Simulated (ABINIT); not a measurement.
## Short convergence ladders for SnSe2 (P3m1, 3 atoms in the cell)

```xyz
3
Lattice="1.8993 -3.2897 0.0000 1.8993 3.2897 0.0000 0.0000 0.0000 6.1216" Properties=species:S:1:pos:R:3 pbc="T T T"
Sn     0.0000     0.0000     0.0500
Se     1.8993     1.0966     1.5304
Se     1.8993    -1.0966     4.5912
```

Base method: LDA (PW92), norm-conserving pseudopotentials (PseudoDojo nc-sr-04 LDA standard) (plane waves; ABINIT 10.0.3).

Base settings: pseudos = [Sn.upf, Se.upf]; ecut = 43 Ha; ixc = 7; occopt = 3; tsmear = 0.05 eV; ngkpt = 3 3 2; nshiftk = 1; shiftk = 0 0 0; potentials = PseudoDojo nc-sr-04 LDA standard; nband = 30.

The count of work is k-points × plane waves × bands × iterations; it is no time. Core times come from one kind of shared machine, to one figure; runs under 30 s give none.

**The cutoff for other potential files**

Level: DFT, LDA (PW92), plane waves, PAW (JTH v2.0 LDA PAW).

In this ladder: pseudos = [Sn.LDA_PW-JTH.xml, Se.LDA_PW-JTH.xml]; nband = 18; potentials = JTH v2.0 LDA PAW; pawxcdev = 0. Moved along: pawecutdg.

The second cell is the first with its lattice scaled by 0.98.

The mesh stays at the base's, so the ladder's end is converged at best in this setting alone.

Only quantities that move along the ladder and can be compared are tabulated; the gap is left out on so coarse a mesh.

```tsv
ecut	free energy less the last step's (meV/atom)	energy of the compressed cell less the first (meV/atom)	pressure (GPa)	largest difference of a force vector from the last step's (eV/Å)	count of work / last
9 Ha	1425.61	121.90	-48.44	0.065	0.100
11 Ha	190.16	45.70	-7.09	0.007	0.13
14 Ha	30.00	48.42	2.57	0.004	0.19
17 Ha	21.47	48.32	2.20	0.001	0.25
20 Ha	11.92	48.26	2.48	0.001	0.32
24 Ha	10.87	47.88	2.48	0.011	0.42
30 Ha	2.64	48.37	2.50	0.005	0.65
40 Ha	0.00	48.31	2.51	0.000	1.0
```

Coarsest ecut that holds the pressure within 0.5 GPa of the last step, with all finer ones: 14 Ha, at 0.19 of the last step's count of work; the step before is off by 9.6 GPa.

Coarsest ecut that holds the free energy within 5 meV/atom: not settled: the last two steps still differ by 2.6 meV/atom, over half the tolerance, so the ladder does not show it.

At the lowest cutoff the pressure lies 50.9 GPa under the last step's, the usual sign of Pulay stress in an incomplete plane-wave basis.

**The cutoff for other potential files**

Level: DFT, LDA (PW92), plane waves, norm-conserving pseudopotentials (HGH LDA).

In this ladder: pseudos = [50sn.4.hgh, 34se.6.hgh]; nband = 13; potentials = HGH LDA.

The second cell is the first with its lattice scaled by 0.98.

The mesh stays at the base's, so the ladder's end is converged at best in this setting alone.

Only quantities that move along the ladder and can be compared are tabulated; the gap is left out on so coarse a mesh.

| ecut | free energy less the last step's (meV/atom) | energy of the compressed cell less the first (meV/atom) | pressure (GPa) | largest difference of a force vector from the last step's (eV/Å) | count of work / last |
|---|---|---|---|---|---|
| 14 Ha | 261.53 | 43.50 | -2.03 | 0.044 | 0.10 |
| 16 Ha | 150.55 | 43.46 | -0.50 | 0.033 | 0.14 |
| 21 Ha | 46.01 | 41.59 | 1.04 | 0.007 | 0.21 |
| 26 Ha | 14.87 | 40.89 | 1.56 | 0.001 | 0.29 |
| 30 Ha | 5.77 | 40.80 | 1.75 | 0.000 | 0.32 |
| 36 Ha | 1.30 | 40.79 | 1.88 | 0.000 | 0.47 |
| 45 Ha | 0.12 | 40.81 | 1.92 | 0.000 | 0.59 |
| 60 Ha | 0.00 | 40.81 | 1.93 | 0.000 | 1.0 |

Coarsest ecut that holds the forces within 0.01 eV/Å of the last step, with all finer ones: 21 Ha, at 0.21 of the last step's count of work; the step before is off by 0.033 eV/Å.

Coarsest ecut that holds the pressure within 0.1 GPa of the last step, with all finer ones: 36 Ha; the step before is off by 0.17 GPa.

Coarsest ecut that holds the free energy within 0.5 meV/atom of the last step, with all finer ones: 45 Ha; the step before is off by 1.3 meV/atom.

The energy difference between the two cells stays within 1 meV/atom of the last step's from 21 Ha on, the total only from 45 Ha on: much of the error is common to both cells and cancels.

Two neighbours can agree and both be off: 14 Ha and 16 Ha differ by 0.04 meV/atom in the energy of the compressed cell less the first, yet lie about 2.7 meV/atom from the last step.

At the lowest cutoff the pressure lies 4.0 GPa under the last step's, the usual sign of Pulay stress in an incomplete plane-wave basis.

**The setting fft**

The mesh stays at the base's, so the ladder's end is converged at best in this setting alone.

Only quantities that move along the ladder and can be compared are tabulated; the gap is left out on so coarse a mesh.

| boxcutmin | free energy less the last step's (meV/atom) | pressure (GPa) | core time / last (rough) |
|---|---|---|---|
| 1.2 | 7.52 | 2.40 | 0.5 |
| 1.5 | -0.02 | 2.71 | 0.4 |
| 1.8 | 0.00 | 2.70 | 0.4 |
| 2.5 | 0.00 | 2.70 | 1 |

Coarsest boxcutmin that holds the pressure within 0.1 GPa of the last step, with all finer ones: 1.5, at about 0.4 of the last step's time; the step before is off by 0.31 GPa.

Coarsest boxcutmin that holds the free energy within 2 meV/atom of the last step, with all finer ones: 1.5, at about 0.4 of the last step's time; the step before is off by 7.5 meV/atom.

On the base run: the starting cell has typed, rounded lattice constants, without a prior relaxation at this level. Its lattice was rescaled by up to half a per cent. One atom was moved a little off its site on purpose.
